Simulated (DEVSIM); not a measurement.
System: abrupt GaAs p-n junction, at 300 K.

```csv
layer (left to right),material,thickness (μm),Nd (cm⁻³),Na (cm⁻³),τn (s),τp (s)
1,GaAs,0.200,-,2.7e15,2.8e-9,2.8e-9
2,GaAs,0.310,1.7e15,-,2.8e-9,2.8e-9
```

Left contact: ohmic. Right contact: ohmic. Voltage is applied to the left contact. Recombination: SRH at mid-gap, radiative. Mobility is constant in doping.

This is a model device: material constants are rounded textbook-type values typed into the input, and sizes, dopings and lifetimes were drawn at random. Values at 300 K.

| parameter | GaAs |
|---|---|
| gap (eV) | 1.424 |
| affinity (eV) | 4.07 |
| permittivity | 12.9 |
| Nc (cm⁻³) | 4.7e17 |
| Nv (cm⁻³) | 9e18 |
| μn (cm²/Vs) | 8500 |
| μp (cm²/Vs) | 400 |
| B (cm³/s) | 2e-10 |

DEVSIM, 1D drift-diffusion, Boltzmann statistics, complete ionisation; no tunnelling, impact ionisation, image-force lowering or self-heating.

The doping Nd of layer 2 was swept, all else fixed.

```
doping Nd of layer 2 (cm^-3)  dark forward voltage at 100 A/cm² (V)  largest field in the device at zero bias (V/cm)  dark forward voltage at 1 A/cm² (V)  potential step across the device at zero bias (V)
----------------------------  -------------------------------------  -----------------------------------------------  -----------------------------------  -------------------------------------------------
5.1e13                                                        0.974                                            21000                                0.804                                              0.978
1.7e14                                                        0.978                                            21000                                0.826                                              1.009
5.1e14                                                        0.977                                            22000                                0.836                                              1.038
1.7e15                                                        0.970                                            25000                                0.833                                              1.069
5.1e15                                                        0.958                                            30000                                0.822                                              1.097
1.7e16                                                            …                                                …                                    …                                              1.128
5.1e16                                                        0.939                                            51000                                0.804                                              1.157
```

### Question
Fill in the missing entries.

### Answer

- 1.7e16, dark forward voltage at 100 A/cm² (V): 0.946
- 1.7e16, largest field in the device at zero bias (V/cm): 41000
- 1.7e16, dark forward voltage at 1 A/cm² (V): 0.810
